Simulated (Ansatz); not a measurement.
**What N vacancy, symmetric start does to BN**

Take an 8-atom supercell of BN in the h-BN type structure (space group P6_3/mmc, No. 194; a = 2.5058 Å, c = 6.6162 Å; layered, stacked along the Cartesian z axis) at its relaxed geometry as the base.

The change: a neutral N vacancy, symmetric start, atoms relaxed at fixed cell.

Computed with PBE-D3(BJ) (Ansatz, a quantum-chemistry and plane-wave program), no SOC, earlier PAW set. k-mesh 6×9×4 (Γ-centred); smearing 0.01 eV (Fermi–Dirac).

| quantity | base | changed | shift |
|---|---|---|---|
| pressure | 0.0 GPa | -12.4 GPa | -12.4 GPa |
| energy gained by relaxation | – | 0.18 eV | – |
| largest displacement of a host atom from its site in the perfect cell | – | 0.09 Å | – |

Final structure:

```yaml
crystal:
  lattice:
    - [3.75870, -2.17009, 0.00000]
    - [1.25290, 2.17009, 0.00000]
    - [0.00000, 0.00000, 6.61620]
  atoms:
    - { symbol: B, position: [0.83164, 0.50000, 0.25000] }
    - { symbol: B, position: [0.33207, 0.00000, 0.25000] }
    - { symbol: B, position: [0.14841, 0.50000, 0.75000] }
    - { symbol: B, position: [0.68620, 0.00000, 0.75000] }
    - { symbol: N, position: [0.33797, 0.00000, 0.75000] }
    - { symbol: N, position: [0.16525, 0.50000, 0.25000] }
    - { symbol: N, position: [0.66513, 0.00000, 0.25000] }
```

The magnetic state is the one reached from the starting moments; the real material's order can differ, and small cells can't hold many antiferromagnetic ones. The cell is small, so the values are those of an ordered compound at a high defect concentration; dilute-limit values will differ. The mesh was chosen for an insulator and is coarse for the gapless case. The defect started on the symmetric site and kept its symmetry, so it may sit on a saddle. Seeded moments were not kept for N vacancy. The defect cell is spin-polarised and ends with 0.0 μB.
